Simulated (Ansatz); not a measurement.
We consider BP (P6₃mc, No. 186, 4 atoms in the cell; start mp-1008559; a measured phase of this formula has another space group), described by PBE0 in Ansatz (plane waves, PAW).

Run with plane-wave cutoff 460 eV, 9×9×6 k mesh (along the axes of the cell as run), Fermi–Dirac smearing 0.01 eV, scalar-relativistic PAW data made under PBE.

The cell is the one relaxed with PBEsol. Conventional cell: a = 3.1793 Å, b = 3.1793 Å, c = 5.2743 Å, α = 90.00°, β = 90.00°, γ = 120.00°.

```yaml
crystal:
  lattice:
    - [3.17927, 0.00000, 0.00000]
    - [-1.58963, 2.75333, 0.00000]
    - [0.00000, 0.00000, 5.27433]
  atoms:
    - { symbol: B, position: [0.66667, 0.33333, 0.50045] }
    - { symbol: B, position: [0.33333, 0.66667, 0.00045] }
    - { symbol: P, position: [0.66667, 0.33333, 0.87455] }
    - { symbol: P, position: [0.33333, 0.66667, 0.37455] }
```

Q: List the 10 lowest band energies at Γ above −25 eV (eV, relative to the valence band maximum), grouping those that round alike.

A: At Γ: -17.66, -14.05, -10.54, -2.37 (×2), -0.47, 0.00 (×2), 4.32 (×2).

Note: the run warned that its exchange threshold was loose for the stress; cell and atoms aren't relaxed at this level (pressure 0.3 GPa).

A start named mp-… is a Materials Project structure, which need not be a measured phase.

Ansatz is a quantum-chemistry and plane-wave program.
